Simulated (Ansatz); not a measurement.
Consider the following.

```
ZnO
1.0
    3.27984     0.00000     0.00000
   -1.63992     2.84043     0.00000
    0.00000     0.00000     5.29432
Zn O
2 2
Direct
  0.33333   0.66667   0.99787
  0.66667   0.33333   0.49787
  0.33333   0.66667   0.37693
  0.66667   0.33333   0.87693
```

No spin polarisation.

Level of theory: plane-wave PAW DFT at the PBE level (Ansatz, a first-principles code, 420 eV), no spin-orbit coupling, earlier PAW set. k-mesh 12×12×6 (Γ-centred); smearing 0.05 eV (Fermi–Dirac).

Task: Estimate the width of the top valence band.

Result: 1.71 eV.

Task: Estimate the valence-band top at Γ (three highest levels, from the VBM).

Result: 0.00, 0.00, -0.08 eV.

Task: What electron mass does the calculation give?

Result: 0.14 mₑ (at Γ).

The levels and masses belong to the bands next to the band gap. Effective masses come from finite differences of ±0.01 Å⁻¹. No phonon test of stability was made. The cell was made from ZnS by this change: S → O.
